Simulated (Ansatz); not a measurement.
Level of theory: PBE (plane waves to 420 eV, PAW; Ansatz, a program for electronic structure).

Plane-averaged electrostatic potential energy along the normal, in eV from the Fermi level, for a constructed model of the (111) surface of fcc Ag, (√3x√3)R30° layer of Si, one a cell, on the site that continues the host's stacking (bottom of the slab: a bare face, its two planes held):

```csv
z (Å),V (eV)
3.95,4.44
4.24,4.44
4.52,4.43
4.80,4.43
5.08,4.42
5.37,4.41
5.65,4.38
5.93,4.31
6.21,4.19
6.50,3.93
6.78,3.39
7.06,2.24
7.34,-0.63
7.62,-5.57
7.91,-10.00
8.19,-11.94
8.47,-10.70
8.75,-6.75
9.04,-1.90
9.32,0.90
9.60,0.40
9.88,-3.39
10.17,-8.27
10.45,-11.56
10.73,-11.87
11.01,-9.08
11.30,-4.34
11.58,-0.10
11.86,0.91
12.14,-1.44
12.43,-6.23
12.71,-10.45
12.99,-12.10
13.27,-10.58
13.56,-6.43
13.84,-1.59
14.12,0.93
14.40,0.14
14.69,-3.92
14.97,-8.73
15.25,-11.72
15.53,-11.66
15.81,-8.57
16.10,-3.74
16.38,0.22
16.66,0.86
16.94,-1.87
17.23,-6.74
17.51,-10.77
17.79,-12.10
18.07,-10.27
18.36,-5.95
18.64,-1.19
18.92,1.04
19.20,0.23
19.49,-3.79
19.77,-8.67
20.05,-11.79
20.33,-11.91
20.62,-9.10
20.90,-4.68
21.18,-1.39
21.46,-1.44
21.75,-2.14
22.03,-1.84
22.31,-0.23
22.59,1.94
22.87,3.33
23.16,4.04
23.44,4.38
23.72,4.55
24.00,4.63
24.29,4.66
24.57,4.68
24.85,4.69
25.13,4.69
25.42,4.70
25.70,4.70
25.98,4.70
26.26,4.70
```

Model: 19-atom slab, 14.1 Å thick at the start with caps and adatoms, 9x9x1 mesh, Fermi-Dirac 0.1 eV, dipole correction, 6 atoms held, the rest relaxed; start symmetry kept, larger cells not searched; no spin, no spin-orbit, no U. It is one candidate, not shown to be the stable structure of the face.

The vacuum level lies 4.70 eV above the Fermi level over the top face and 4.44 eV above it under the bottom face.
